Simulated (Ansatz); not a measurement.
Take CsSnI3 in the cubic perovskite structure (space group Pm-3m, No. 221; a = 6.271 Å) as the base.

Method: Ansatz (a program for electronic structure), PBE, PAW, cutoff 420 eV, scalar-relativistic without spin-orbit coupling, earlier PAW set.

One change was made to it. Results:

```json
[
 {"quantity": "band gap", "base": "0.45 eV", "after": "zero"},
 {"quantity": "lattice parameter a", "base": "6.271 Å", "after": "5.755 Å"}
]
```

Question: Which change produced these results?
(A) pressure 7.5 GPa
(B) pressure 1.5 GPa
(C) pressure −2 GPa

Answer: A, pressure 7.5 GPa. For comparison, the band gap in the other runs: pressure 1.5 GPa gives 0.11 eV; pressure −2 GPa gives 1.15 eV.

A case with no gap was solved on a k-mesh chosen for an insulator, which is coarse for it. With I present, leaving out spin-orbit coupling can change the band edges. Load acts through the strain it causes; cell and atoms are relaxed under it. No phonon test of stability was made. Competing high-pressure phases were not computed. The final runs are not spin-polarised. Many cubic perovskites are stable only at high temperature; tilts and polar distortions were not tested. A zero or small gap of CsSnI3 under pressure 7.5 GPa and CsSnI3 under pressure 1.5 GPa can be the functional's error rather than a property of the material.
